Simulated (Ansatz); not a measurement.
Consider the following.

```yaml
crystal:
  lattice:
    - [5.83734, 0.00000, 0.00000]
    - [0.00000, 5.83734, 0.00000]
    - [0.00000, 0.00000, 5.83734]
  atoms:
    - { symbol: Na, position: [0.00000, 0.00000, 0.00000] }
    - { symbol: Pb, position: [0.50000, 0.50000, 0.50000] }
    - { symbol: Br, position: [0.00000, 0.50000, 0.50000] }
    - { symbol: Br, position: [0.50000, 0.50000, 0.00000] }
    - { symbol: Br, position: [0.50000, 0.00000, 0.50000] }
```

No spin polarisation.

A single point on CsPbBr3 with a change (Cs → Na), its geometry relaxed with PBEsol.

Method: Ansatz (a first-principles code) r2SCAN, no SOC. Settings: 6×6×6 k-points, 0.05 eV Fermi–Dirac smearing.

Q: What is the computed pressure?

A: 0.74 GPa.

Q: Estimate the band gap.

A: 1.86 eV.

Single points use the geometry relaxed with PBEsol. Spin-orbit coupling, missing from the scalar runs, can matter with Pb. Whether these cells are dynamically stable was not tested. The cell was made from CsPbBr3 by this change: Cs → Na; the result is a hypothetical phase, not in the database extracts checked. Many cubic perovskites are stable only at high temperature; tilts and polar distortions were not tested.
